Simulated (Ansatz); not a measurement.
# SnO₂ (I4₁/amd, No. 141, 6 atoms in the cell; start mp-755071; a measured phase of this formula has another space group)

Calculation: LDA (Ansatz, a program for electronic structure, plane waves, PAW).

Numerical settings: plane-wave cutoff 520 eV, 12×12×12 k mesh, Fermi–Dirac smearing 0.01 eV, scalar-relativistic PAW data made under PBE.

Cell (relaxed at this level):

SnO2 is taken in the tetragonal space group I4₁/amd, origin choice 1 (No. 141), the anatase structure, Pearson symbol tI12. Lattice parameters: a = 3.9720 Å, b = 3.9720 Å, c = 10.1805 Å, α = 90.00°, β = 90.00°, γ = 90.00°. Sn on 4a is coordinated by 6 O at 2.043–2.067 Å. O on 8e has 3 Sn at 2.043–2.067 Å. (Neighbours: up to the widest gap in distance over summed covalent radii, below 1.35, at either atom; cation-cation and far metal-metal contacts left out.)
(The calculation used a cell of 6 atoms; values per cell refer to that cell.)

| Property | Result |
|---|---|
| band gap | 1.73 eV (on the SCF k mesh) |
| bulk modulus B0 | 164 GPa |

Note: the relaxation could not lower the start's symmetry, so the cell can be a saddle point above a distorted one; the bulk modulus is −V dP/dV from two relaxed cells at ±2 % in volume.

Spin–orbit coupling is not included.

Computed values are for the static lattice.

It cost around 110 core-seconds (rough) of CPU time.

A start named mp-… is a Materials Project structure, which need not be a measured phase.
